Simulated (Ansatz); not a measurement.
Base system: WSe$_{2}$ in the 2H-MoS2 type structure (space group P6_3/mmc, No. 194; a = 3.279 Å, c = 12.786 Å; layered, stacked along the Cartesian z axis). Axes: x lies along a and z along c of the hexagonal cell.

Computed with PBE-D3(BJ) (Ansatz, a quantum-chemistry and plane-wave program, PAW, no SOC).

For the base:

| Item | Result |
|---|---|
| Pressure | 0.00 GPa |
| Shortest interatomic distance | 2.534 Å |
| Band gap | 0.87 eV |

The change: uniaxial strain ε_zz = −1.06 %, all other strain components held at zero, atoms relaxed at fixed cell.

How does this affect the pressure?

The pressure (mean of the normal stresses, compression positive) goes from zero to 0.37 GPa.

What happens to the shortest interatomic distance?

The shortest interatomic distance is nearly the same (2.534 Å against 2.532 Å).

Predict the new band gap.

The band gap shrinks by 0.05 eV, from 0.87 eV to 0.82 eV.

Spin-orbit coupling, missing from the scalar runs, can matter with W. Whether these cells are dynamically stable was not tested.
